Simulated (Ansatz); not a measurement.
**Effect of isotropic strain −2.50 % on BeSe**

The reference is BeSe in the zinc blende structure (space group F-43m, No. 216; a = 5.178 Å).

Perturbation: every lattice vector is shortened by 2.50 %; the atoms relax in the strained cell.

Computed with Ansatz (an electronic-structure program) PBE, no SOC. Γ-centred 11×11×11 mesh, Fermi–Dirac width 0.05 eV.

```json
[
 {"quantity": "volume per atom", "base": "17.35 Å³", "changed": "16.08 Å³", "shift": "-1.27 Å³"},
 {"quantity": "space group", "base": "F-43m (No. 216)", "changed": "F-43m (No. 216)", "shift": "–"},
 {"quantity": "energy relative to the base (free energy F)", "base": "0 meV/atom", "changed": "+25 meV/atom", "shift": "+25 meV/atom"},
 {"quantity": "pressure", "base": "0.1 kbar", "changed": "66.2 kbar", "shift": "+66.16 kbar"},
 {"quantity": "band gap", "base": "2.67 eV", "changed": "2.50 eV", "shift": "-0.17 eV"},
 {"quantity": "gap character", "base": "indirect, Γ → X", "changed": "indirect, Γ → X", "shift": "–"},
 {"quantity": "smallest direct gap", "base": "4.22 eV", "changed": "4.80 eV", "shift": "+0.571 eV"},
 {"quantity": "mean gap deformation potential ΔEg/Δln V", "base": "–", "changed": "+2.2 eV", "shift": "–"},
 {"quantity": "width of the top valence band", "base": "3.20 eV", "changed": "3.57 eV", "shift": "+0.37 eV"},
 {"quantity": "electron mass", "base": "0.90 mₑ along k, 0.27 mₑ across (at X)", "changed": "0.85 mₑ along k, 0.26 mₑ across (at X)", "shift": "–"},
 {"quantity": "hole mass (degenerate bands, along [100])", "base": "0.24, 0.48, 0.48 mₑ (at Γ)", "changed": "0.25, 0.44, 0.44 mₑ (at Γ)", "shift": "–"}
]
```

Final structure:

```
BeSe
1.0
    0.00000     2.52406     2.52406
    2.52406     0.00000     2.52406
    2.52406     2.52406     0.00000
Be Se
1 1
Direct
  0.00000   0.00000   0.00000
  0.25000   0.25000   0.25000
```

Effective masses come from finite differences of ±0.01 Å⁻¹. Along k means along the line from Γ to the band edge. Stability against distortions was not tested.
